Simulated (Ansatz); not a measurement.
# (11,11) blue phosphorus nanotube

Levels: PBE (plane waves to 420 eV, PAW; Ansatz, a program for electronic structure); r2SCAN (plane waves to 500 eV, PAW; Ansatz); HSE06 (Ansatz). Unmarked values and the geometry are of the first. Mesh 1×1×10. No spin polarisation. Periodic along z alone, with about 11 Å of vacuum beside it. A hypothetical model, rolled from the flat sheet. Symmetry and one short period hold its shape; lower forms weren't sought. HSE06 ran on a 1×1×6 mesh and at PBE's edge points.

* **period along the axis (44 atoms)**: 3.282 Å
* **mean diameter**: 19.97 Å
* **radii of the innermost and outermost atoms**: 9.36 and 10.61 Å
* **energy over the flat sheet**: +17 meV/atom
* **PBE gap**: 1.91 eV, indirect, from k = 0.135 × 2π/c to Γ
* **electron mass along the axis (PBE)**: 0.14 mₑ
* **hole mass along the axis (PBE)**: 2.0 mₑ
* **valence and conduction edges under the vacuum level (PBE)**: 5.97 and 4.06 eV
* **r2SCAN gap at this geometry**: 2.19 eV
* **HSE06 gap at this geometry**: 2.71 eV

```
CELL_PARAMETERS angstrom
     32.50000     0.00000     0.00000
      0.00000    32.50000     0.00000
      0.00000     0.00000     3.28245
ATOMIC_POSITIONS crystal
  P  0.78683 0.52754 0.50000
  P  0.82050 0.56185 0.00000
  P  0.76746 0.60723 0.00000
  P  0.79010 0.64964 0.50000
  P  0.72641 0.67824 0.50000
  P  0.73619 0.72531 0.00000
  P  0.66702 0.73481 0.00000
  P  0.66314 0.78272 0.50000
  P  0.59411 0.77235 0.50000
  P  0.57688 0.81723 0.00000
  P  0.51356 0.78783 0.00000
  P  0.48439 0.82604 0.50000
  P  0.43192 0.78000 0.50000
  P  0.39317 0.80844 0.00000
  P  0.35579 0.74947 0.00000
  P  0.31060 0.76585 0.50000
  P  0.29135 0.69874 0.50000
  P  0.24337 0.70172 0.00000
  P  0.24381 0.63191 0.00000
  P  0.19694 0.62124 0.50000
  P  0.21703 0.55439 0.50000
  P  0.17505 0.53095 0.00000
  P  0.21317 0.47246 0.00000
  P  0.17950 0.43815 0.50000
  P  0.23254 0.39277 0.50000
  P  0.20990 0.35036 0.00000
  P  0.27359 0.32176 0.00000
  P  0.26381 0.27469 0.50000
  P  0.33298 0.26519 0.50000
  P  0.33686 0.21728 0.00000
  P  0.40589 0.22765 0.00000
  P  0.42312 0.18277 0.50000
  P  0.48644 0.21217 0.50000
  P  0.51561 0.17396 0.00000
  P  0.56808 0.22000 0.00000
  P  0.60683 0.19156 0.50000
  P  0.64421 0.25053 0.50000
  P  0.68940 0.23415 0.00000
  P  0.70865 0.30126 0.00000
  P  0.75663 0.29828 0.50000
  P  0.75619 0.36809 0.50000
  P  0.80306 0.37876 0.00000
  P  0.78297 0.44561 0.00000
  P  0.82495 0.46905 0.50000
```
